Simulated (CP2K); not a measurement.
Input and output of a self-consistent single point for SrGe2Rh2 (P1, 5 atoms in the cell) (CP2K).

Computed with PBEsol, GPW, DZVP-MOLOPT-SR-GTH basis, GTH-PBE potentials (GTH_POTENTIALS) (CP2K).

The change in words: atoms moved at random. Reference geometry:
```
CELL_PARAMETERS angstrom
      6.17995     0.00000     0.00000
      3.32777     5.20747     0.00000
     -4.75386    -2.60373     2.96870
ATOMIC_POSITIONS crystal
  Sr 0.00000 0.00000 0.00000
  Ge 0.63367 0.63367 0.00000
  Ge 0.36633 0.36633 0.00000
  Rh 0.25000 0.75000 0.50000
  Rh 0.75000 0.25000 0.50000
```

Reference input (self-consistent single point, DFT PBEsol, GPW, DZVP-MOLOPT-SR-GTH basis, GTH-PBE potentials (GTH_POTENTIALS)): CUTOFF = 500 Ry; REL_CUTOFF = 50 Ry; SMEAR/METHOD = GAUSSIAN; SIGMA = 0.05 eV; KPOINTS/SCHEME = MONKHORST-PACK 7 7 7; XC_FUNCTIONAL = PBE:PBESOL; Sr/BASIS_SET = DZVP-MOLOPT-SR-GTH-q10; Sr/POTENTIAL = GTH-PBE-q10; Ge/BASIS_SET = DZVP-MOLOPT-SR-GTH-q4; Ge/POTENTIAL = GTH-PBE-q4; Rh/BASIS_SET = DZVP-MOLOPT-SR-GTH-q17; Rh/POTENTIAL = GTH-PBE-q17. This run's input differs from it in these lines:

```diff
@@ -72,7 +72,7 @@
     &COORD
-      Sr       0.00000000     0.00000000     0.00000000
-      Ge       6.02475883     3.29981498     0.00000000
-      Ge       3.48296417     1.90765102     0.00000000
-      Rh       1.66388675     2.60373300     1.48434800
-      Rh       3.08997525     0.00000000     1.48434800
+      Sr      -0.01721620     0.05490231     0.02078681
+      Ge       6.02621231     3.33414780     0.02379707
+      Ge       3.47737097     1.86809250    -0.00283510
+      Rh       1.67682937     2.59900202     1.47781984
+      Rh       3.09838380    -0.04494824     1.44913036
     &END COORD
```

Log, with long lists cut:

```
 SCF WAVEFUNCTION OPTIMIZATION

  Step     Update method      Time    Convergence         Total energy    Change
     1 NoMix/Diag. 0.30E+00      -     1.85811344      -260.2353215923 -2.60E+02
     2 Broy./Diag. 0.30E+00      -     0.08232939      -262.8299094115 -2.59E+00
     3 Broy./Diag. 0.30E+00      -     0.04549701      -260.5792648614  2.25E+00
     4 Broy./Diag. 0.30E+00      -     0.01680627      -259.1576562926  1.42E+00
     5 Broy./Diag. 0.30E+00      -     0.00627473      -259.0048580289  1.53E-01
     6 Broy./Diag. 0.30E+00      -     0.00784708      -259.0934340855 -8.86E-02
   [... 7 lines left out ...]
    14 Broy./Diag. 0.30E+00      -     0.00002327      -259.1367420542  3.29E-05
    15 Broy./Diag. 0.30E+00      -     0.00000280      -259.1367284943  1.36E-05
    16 Broy./Diag. 0.30E+00      -     0.00000277      -259.1367014314  2.71E-05
    17 Broy./Diag. 0.30E+00      -     0.00000074      -259.1367047426 -3.31E-06
  *** SCF run converged in    17 steps ***

  Overlap energy of the core charge distribution:               0.00000000272428
  Self energy of the core charge distribution:               -463.70264250978630
  Core Hamiltonian energy:                                    107.39164635603061
  Hartree energy:                                             126.38165820608110
  Exchange-correlation energy:                                -29.20728272379756
  Smearing free energy correction:                             -0.00008407387796
  Fermi energy:                                                 0.36692821138539

  Total energy:                                              -259.13670474260499
  Total energy (extrapolated to sigma->0):                   -259.13666270566603

                     Mulliken Population Analysis

   [... lines left out ...]

 STRESS| Analytical stress tensor [bar]
 STRESS|                        x                   y                   z
 STRESS|      x        7.69214329929E+03   6.92149388695E+03   6.27883646427E+03
 STRESS|      y        6.92149388695E+03   3.23217526351E+04   9.60267128391E+03
 STRESS|      z        6.27883646427E+03   9.60267128391E+03   2.00574912300E+04
 STRESS| 1/3 Trace                                             2.00237957215E+04
```

The run converged in 17 iterations. Against the reference run the free energy goes up by 15.5 meV/atom, the pressure goes from 0.92 to 2.00 GPa and the largest force goes from 0.292 to 1.135 eV/Å.

The starting cell comes from a database of computed structures (which also holds hypothetical and non-ambient phases and stackings), without a prior relaxation at this level. For this run, on top of that: atoms moved at random. Spin polarisation is off. Values carry the incompleteness of an atom-centred basis. The potentials were made for another functional than the one used. Forces in this geometry exceed 1 eV/Å.

Cost on one core of a shared machine: roughly 2 min.
